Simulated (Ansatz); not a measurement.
## Effect of biaxial strain +1.19 %, plane normal [001], relaxed out of plane on V2O3

The reference is V2O3 in the corundum structure (space group R-3c, No. 167; a = 4.7745 Å, c = 14.2288 Å (hexagonal axes); ferromagnetic). Axes: x lies along a and z along c of the hexagonal cell.

One thing is altered: biaxial strain +1.19 %, plane normal [001], relaxed out of plane (Cartesian); in-plane vectors clamped, the third vector and the atoms free.

All numbers come from PBEsol, PAW, 420 eV (Ansatz, an electronic-structure program; without spin-orbit coupling). Γ-centred 12×12×12 mesh, Fermi–Dirac width 0.05 eV.

The volume per atom rises by 0.114 Å³, from 9.36 Å³ to 9.48 Å³ and the space group remains R-3c (No. 167). The shortest interatomic distance goes up by 0.0124 bohr (3.679 bohr → 3.692 bohr) and the energy rises by 2.6 meV/atom. The pressure (mean of the normal stresses, compression positive) goes from zero to -2.5 GPa and the band gap stays zero. The magnetic state stays ferromagnetic and the largest site moment hardly moves (0.80 μB against 0.81 μB). The out-of-plane strain comes out as -1.15 % (rough) and the mean in-plane stress (compression positive) is -3.7 GPa (rough).

Other magnetic orders, which the real material may have, were not ruled out. Without a gap, meshes like the base's 12×12×12 leave anisotropic stresses uncertain by several tenths of a GPa, and small strain energies with them. Whether these cells are dynamically stable was not tested. No Hubbard U is applied, and correlation can decide whether such a compound is a metal. The base started in P-1 and relaxed to R-3c at this level.
